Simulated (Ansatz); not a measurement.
**B on the Si site (B_Si) (beta Si3N4 host)**

The numbers are results of PBE, PAW (plane waves to 420 eV; Ansatz, a quantum-chemistry and plane-wave program), not measurements. The supercell holds 84 host sites (1×1×3 repeats of the unit cell), with a 2×2×2 shifted k-point sampling for the final energies. Site at the start: the Si(2,4-fold) site. Charged cells carry a point-charge image correction with potential alignment at far atoms. Dielectric constants: PBE linear response of the host. Host gap at this level: 4.25 eV. These values are not converged in cell size to better than tenths of an eV. Levels are measured in PBE's own, too narrow, gap. Spin–orbit coupling is left out. Each state is the lowest found from its start.

Formation energies E_f are given with the Fermi level at the valence-band maximum. Chemical conditions: N-rich (Δμ(Si) = -2.47 eV, Δμ(B) = -2.50 eV, bounded by bulk hexagonal BN (AA'); only phases computed here count, gases as isolated molecules at 0 K); Si-rich (Δμ(Si) = 0.00 eV, Δμ(B) = -0.65 eV, bounded by bulk hexagonal BN (AA'); only phases computed here count, gases as isolated molecules at 0 K). Reference phases: B: alpha boron, Si: silicon.

```tsv
charge	moment (μB)	largest move off a lattice site (Å)	image correction with alignment (eV)	E_f, N-rich (eV)	E_f, Si-rich (eV)
+1†	not spin-polarised	0.14	-0.03	–	–
0	1.0	0.13	0.00	2.78	3.40
−1	not spin-polarised	0.12	0.32	2.96	3.58
```

† Not settled in this cell, so no level is given: charge +1: a level filled in part, level within 0.1 eV of a band edge or past it.

Transition levels above the valence-band maximum: ε(0/−1) = 0.18 eV. With a charge missing or unsettled, these needn't be thermodynamic levels.

Flagged in the runs: a doubtful potential alignment, a host whose relaxation on this sampling wasn't shown to rest, a strain field that reaches the edge of the cell.

All states together cost about 60 core-minutes (a rough figure).
